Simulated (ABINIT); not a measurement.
Band structure of HfC (Fm-3m, 2 atoms in the cell).

```xyz
2
Lattice="0.0000 2.3060 2.3060 2.3060 0.0000 2.3060 2.3060 2.3060 0.0000" Properties=species:S:1:pos:R:3 pbc="T T T"
Hf     0.0000     0.0000     0.0000
C      2.3060     2.3060     2.3060
```

Level of theory: PBE, PAW (JTH v2.0 PBE PAW) (plane waves; ABINIT).

Settings: pseudos = [Hf.GGA_PBE-JTH.xml, C.GGA_PBE-JTH.xml]; ecut = 42 Ry; pawecutdg = 84 Ry; pawxcdev = 0; occopt = 3; tsmear = 0.00183747 Ha; ngkpt = 10 10 10; nshiftk = 1; shiftk = 0 0 0; potentials = JTH v2.0 PBE PAW; kptopt = 1; nstep = 100; toldfe1 = 1e-09 Ha.

The starting cell comes from a database of computed structures (which also holds hypothetical and non-ambient phases and stackings), without a prior relaxation at this level. Its lattice was rescaled by a random factor within 2.5 % of one. Spin-orbit coupling is off.

Levels in eV from the Fermi level, bands 5 to 12:
```tsv
point	5	6	7	8	9	10	11	12
Γ	-12.45	1.00	1.00	1.00	1.38	1.38	1.38	3.46
X	-10.55	-2.60	-1.88	-0.10	-0.10	5.45	6.93	6.93
W	-9.77	-3.08	-2.75	-2.75	3.73	3.73	6.95	7.30
K	-9.86	-3.59	-2.75	-1.70	1.58	5.93	6.32	8.50
L	-8.57	-6.28	-3.09	-3.09	5.45	5.45	5.93	6.65
U	-9.86	-3.59	-2.75	-1.70	1.58	5.93	6.32	8.50
```

Bands cross the Fermi level along this path, so the cell is metallic at this level.
